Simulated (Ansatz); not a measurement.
## BBi (model structure, started from the CsCl type, Pm-3m, No. 221, 2 atoms in the cell)

Computed with LDA in Ansatz (plane waves, PAW).

Run with plane-wave cutoff 520 eV, 16×16×16 k mesh, Fermi–Dirac smearing 0.05 eV, scalar-relativistic PAW data made under PBE.

Cell (relaxed at this level):

```cif
data_BBi
_chemical_formula_sum 'B1 Bi1'
_space_group_name_H-M_alt 'P 1'
_space_group_IT_number 1
_cell_length_a 3.28941
_cell_length_b 3.28941
_cell_length_c 3.28941
_cell_angle_alpha 90.000
_cell_angle_beta 90.000
_cell_angle_gamma 90.000
loop_
_space_group_symop_operation_xyz
  'x, y, z'
loop_
_atom_site_label
_atom_site_type_symbol
_atom_site_fract_x
_atom_site_fract_y
_atom_site_fract_z
_atom_site_occupancy
B1 B 0.00000 0.00000 0.00000 1
Bi1 Bi 0.50000 0.50000 0.50000 1
```

| Item | Value |
|---|---|
| band gap | zero (no gap) |
| bulk modulus B0 | 86.5 GPa |

Note: the bulk modulus is −V dP/dV from two relaxed cells at ±2 % in volume; the relaxation could raise the start's symmetry but not lower it, so the cell can be a saddle point.

Spin–orbit coupling is not included; it can open a gap where bands touch, and shift volumes and moduli.

The computed numbers hold no vibrational or temperature effects.

The result took about 30 core-seconds (a rough figure).

A model structure was made by putting elements into a prototype or built by hand; it is no filed structure, need not be a known phase, and can be a saddle point held by its symmetry.

Ansatz is a first-principles code.
